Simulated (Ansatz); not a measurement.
What Ga vacancy, symmetric start does to GaAs

The parent structure is a 16-atom supercell of GaAs in the zinc blende structure (space group F-43m, No. 216; a = 5.667 Å) at its relaxed geometry.

The change: a neutral Ga vacancy, symmetric start, atoms relaxed at fixed cell.

Level of theory: r2SCAN (Ansatz, an electronic-structure program), spin-orbit coupling left out. Settings: 4×4×4 k-points, 0.01 eV Fermi–Dirac smearing.

- Pressure: -1.6 GPa (base 0.0 GPa)
- Energy gained by relaxation: 0.02 eV

Final structure:

```
CELL_PARAMETERS angstrom
      0.00000     5.66670     5.66670
      5.66670     0.00000     5.66670
      5.66670     5.66670     0.00000
ATOMIC_POSITIONS crystal
  As 0.37472 0.37472 0.37472
  As 0.37472 0.37472 0.87585
  As 0.37472 0.87585 0.37472
  As 0.36641 0.87786 0.87786
  As 0.87585 0.37472 0.37472
  As 0.87786 0.36641 0.87786
  As 0.87786 0.87786 0.36641
  As 0.87786 0.87786 0.87786
  Ga 0.99855 0.99855 0.50145
  Ga 0.99855 0.50145 0.99855
  Ga 0.99855 0.50145 0.50145
  Ga 0.50145 0.99855 0.99855
  Ga 0.50145 0.99855 0.50145
  Ga 0.50145 0.50145 0.99855
  Ga 0.50000 0.50000 0.50000
```

Cost of the whole job for the changed cell (relaxation, final SCF and bands): around 11 core-minutes (rough).

The magnetic state is the one reached from the starting moments; the real material's order can differ, and small cells can't hold many antiferromagnetic ones. In so small a cell the defect repeats every few ångströms: this is an ordered compound, not a dilute defect. A case with no gap was solved on a k-mesh chosen for an insulator, which is coarse for it. The defect started on the symmetric site and kept its symmetry, so it may sit on a saddle. The defect cell is spin-polarised and ends with 1.0 μB.
